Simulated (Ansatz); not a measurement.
**By hand: formation energy of N_i in W (bcc, Im-3m)**

This concerns the formation energy of N_i in W (bcc, Im-3m). Reaction: 64 W (bcc) + 1/2 N2 (gas) → cell A.

A: a supercell of 64 sites of W (bcc, Im-3m) with N off the lattice sites (6 W at 1.92–2.22 Å); spin state with PBE: run without spin.

Setting: static, neutral cells in Ansatz (PAW) whose structures rest at the PBE level. Ansatz (a first-principles code) runs with its default PAW set. Larger cells are relaxed from a start prepared with the learned potential CHGNet, on a coarser mesh till forces fall under 0.03 eV/Å, which some starts already meet. A dispersion term (D3(BJ), or D4 for r2SCAN) was computed beside these levels and is taken off wherever the name lacks it. Space groups of crystals are read within 0.01 Å. The runs are scalar-relativistic, without spin-orbit coupling. The d electrons get no Hubbard U. Mesh and cell size may move defect energies by 0.1 eV or more. Cell A has symmetry I4/mmm within 0.02 Å and got no random move, so less symmetric positions, which may lie lower, weren't tried.

Total energies of the cells in eV, at zero smearing width. They compare only within one column; the weights balance every element.

| cell | atoms | weight | PBE |
|---|---|---|---|
| A: W:N_i | 65 | +1 | -665011.36579 |
| W (bcc) | 64 | −1 | -664628.88689 |
| N2 (gas) | 2 | −1/2 | -768.02626 |

PBE: (-665011.36579) − (-664628.88689) − 1/2 × (-768.02626) = 1.534 eV.
